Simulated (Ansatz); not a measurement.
# A computed series for Ir: response to strain

Start from Ir in the fcc (Cu type) structure (space group Fm-3m, No. 225; a = 3.831 Å; relaxed with 0.1 eV smearing). Axes: x, y, z lie along the cube axes.

Strains are applied to the cell and any free atomic positions relax.

Level of theory: Kohn–Sham DFT with the PBEsol functional, run in Ansatz (a first-principles code) with PAW and 420 eV plane waves, scalar-relativistic without spin-orbit coupling.

Notes on the quantities. energy relative to the base: free energy F.

```json
[
 {"uniaxial strain ε_zz (%)": "0", "energy relative to the base (meV/atom)": "0.0"},
 {"uniaxial strain ε_zz (%)": "0.5", "energy relative to the base (meV/atom)": "0.7"},
 {"uniaxial strain ε_zz (%)": "1", "energy relative to the base (meV/atom)": "2.8"},
 {"uniaxial strain ε_zz (%)": "1.5", "energy relative to the base (meV/atom)": "6.1"},
 {"uniaxial strain ε_zz (%)": "2", "energy relative to the base (meV/atom)": "10.8"},
 {"uniaxial strain ε_zz (%)": "2.5", "energy relative to the base (meV/atom)": "?"},
 {"uniaxial strain ε_zz (%)": "3", "energy relative to the base (meV/atom)": "23.7"}
]
```

Q: Fit ΔE = Aε² + Bε³ (ε in %) to the rows shown and predict the withheld row.

A: Least squares on the printed values gives A = 2.82 and B = -0.063 meV/atom (largest residual 0.0 meV/atom); this predicts 16.7 meV/atom, and the run gives 16.7 meV/atom, in agreement.

Stability against distortions was not tested. All final runs are without spin polarisation.
